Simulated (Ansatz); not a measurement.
Structures of equal composition on the (111) surface of fcc Rh: a pseudomorphic layer of Ru in the host's stacking; a pseudomorphic layer of Ru in the other hollow. The slabs share one bottom face, and each structure is named by its start. These are constructed structures in small cells; real faces may alloy, dewet or reconstruct in larger ones, and not all known structures of the face are among them. Slabs of about 11 Å, Fermi-Dirac smearing of 0.1 eV. Bottom of the slabs: a bare face, its two planes held. Relaxed from the named starts with such symmetry as they have, on meshes of like density; energies extrapolated to zero smearing; spin only where a row says so; no spin-orbit coupling, no U. Brackets mark spin-polarised runs, whose order is one that fits the cell.

Method: PBE (plane waves to 420 eV, PAW; Ansatz, a quantum-chemistry and plane-wave program).

Task: Order them by energy per 1x1 cell (lowest first) at the level PBE.

Result: a pseudomorphic layer of Ru in the host's stacking (0.000 eV), a pseudomorphic layer of Ru in the other hollow (0.023 eV)
